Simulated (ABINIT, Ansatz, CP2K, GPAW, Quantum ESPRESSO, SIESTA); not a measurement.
# Code comparison for CaCd2 (P1, 6 atoms in the cell)

Self-consistent single point, at a second geometry (atoms moved at random). First geometry:

```yaml
crystal:
  lattice:
    - [-2.46894, 3.78884, 4.19787]
    - [2.46894, -3.78884, 4.19787]
    - [2.46894, 3.78884, -4.19787]
  atoms:
    - { symbol: Ca, position: [0.79145, 0.54145, 0.25000] }
    - { symbol: Ca, position: [0.20855, 0.45855, 0.75000] }
    - { symbol: Cd, position: [0.61667, 0.16455, 0.45212] }
    - { symbol: Cd, position: [0.38333, 0.83545, 0.54788] }
    - { symbol: Cd, position: [0.21243, 0.16455, 0.04788] }
    - { symbol: Cd, position: [0.78757, 0.83545, 0.95212] }
```

Second geometry:
```xyz
6
Lattice="-2.4689 3.7888 4.1979 2.4689 -3.7888 4.1979 2.4689 3.7888 -4.1979" Properties=species:S:1:pos:R:3 pbc="T T T"
Ca     0.0160     1.9555     4.4772
Ca     2.5245     1.9204    -0.3512
Cd    -0.0118     3.3839     1.4306
Cd     2.3869     0.3879     2.8055
Cd    -0.0267     0.3587     1.3758
Cd     2.5178     3.3601     2.8558
```

Shared settings, as Ansatz (a first-principles code) writes them: kpoints.mp_grid.grid = 4 4 4; scf.occupations.method = fermi_dirac; scf.occupations.width = 0.1 eV. Potentials and cutoffs stand in the table.

| code | model | ΔF from the first geometry (meV/atom) | pressure (GPa) | largest force (eV/Å) | cutoff |
|---|---|---|---|---|---|
| GPAW | LDA (Perdew-Wang 92), GPAW PAW datasets LDA (gpaw-data 1.0.1) | 8.4 | -3.81 | 0.332 | 550 eV |
| SIESTA | LDA PW92, numerical atomic orbitals DZP, PseudoDojo LDA standard norm-conserving potentials (rewritten from UPF to PSML) | 15.0 | -3.58 | 0.766 | grid 300 Ry |
| CP2K | LDA (Pade form), GPW, DZVP-MOLOPT-SR-GTH basis, GTH-PADE potentials (GTH_POTENTIALS) | 10.2 | -2.73 | 0.382 | grid 500 Ry |
| Quantum ESPRESSO | LDA (PZ), GBRV 1.5 ultrasoft (LDA) pseudopotentials | 8.8 | -3.81 | 0.343 | 40 Ry |
| Ansatz | LDA (PW92), PAW files made with PBE | 8.6 | -3.58 | 0.335 | default |
| ABINIT | LDA (PW92), PAW (JTH v2.0 LDA PAW) | 8.6 | -3.71 | 0.335 | 40 Ry |

Size of the force on each atom (eV/Å): Sizes of forces hide their directions.

| code | Ca1 | Ca2 | Cd3 | Cd4 | Cd5 | Cd6 |
|---|---|---|---|---|---|---|
| GPAW | 0.266 | 0.123 | 0.311 | 0.314 | 0.094 | 0.332 |
| SIESTA | 0.766 | 0.323 | 0.403 | 0.412 | 0.128 | 0.497 |
| CP2K | 0.302 | 0.131 | 0.382 | 0.370 | 0.124 | 0.375 |
| Quantum ESPRESSO | 0.263 | 0.122 | 0.327 | 0.327 | 0.106 | 0.343 |
| Ansatz | 0.262 | 0.121 | 0.318 | 0.319 | 0.100 | 0.335 |
| ABINIT | 0.260 | 0.122 | 0.316 | 0.318 | 0.100 | 0.335 |

The spread over the programs that give each value: ΔF from the first geometry within 6.6 meV/atom; pressure within 1.08 GPa; largest force within 0.434 eV/Å.

SIESTA and CP2K use small atom-centred bases, whose incompleteness enters pressures, forces and empty levels differently from a plane-wave cutoff. Ansatz's pressure is given at a fixed set of plane waves, as the other plane-wave codes print theirs. The same LDA comes in different parametrisations, which differ slightly. In the pressure, CP2K (by 1.03) lies more than 1 GPa from the median of the plane-wave programs. In the force vectors, SIESTA (by 0.515) lies more than 0.08 eV/Å from the median of the plane-wave programs.

The starting cell comes from a database of computed structures (which also holds hypothetical and non-ambient phases and stackings), without a prior relaxation at this level. For this run, on top of that: atoms moved at random.

Keys are those of Ansatz 0.2.
